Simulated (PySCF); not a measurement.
PySCF 2.14.0, unrestricted WB97X/def2-svpd, df: [Cl][Sn], charge 0, multiplicity 2, 2 atoms. The geometry is a generated start, not checked to be a minimum at this level.

- task = energy
- method = wb97x
- basis = def2-svpd
- two-electron scheme = density fitting
- mol.max_memory = 3000 MB
- mf.max_cycle = 100
- mf.init_guess = minao (default)
- mf.DIIS = CDIIS (default)
- mf.diis_space = 8 (default)
- mf.conv_tol = 1e-09 (default)
- mf.grids.level = 3 (default)
- effective core potentials = those of the basis set, past Kr
- basis functions = 59
- grid points = 40840

```xyz
2

Sn     0.0349    -0.0190    -1.1824
Cl    -0.0349     0.0190     1.1824
```

Charge 0 and multiplicity 2 are set for this test and not shown to be the ground state.

One run each on 2 threads, 1 BLAS thread. Values of level_shift (Hartree) tried: 0 (default), 0.1, 0.3, 1.

### Question
How does the count of Fock builds change with level_shift (Hartree), and where is it least?

### Answer
Fewest Fock builds, within one of each other: 0 (default) with 14, 0.1 with 14. The count rises to 28 at 1. All converge to one solution.

```tsv
level_shift (Hartree)	Fock builds	end
0 (default)	14	same solution
0.1	14	same solution
0.3	17	same solution
1	28	same solution
```
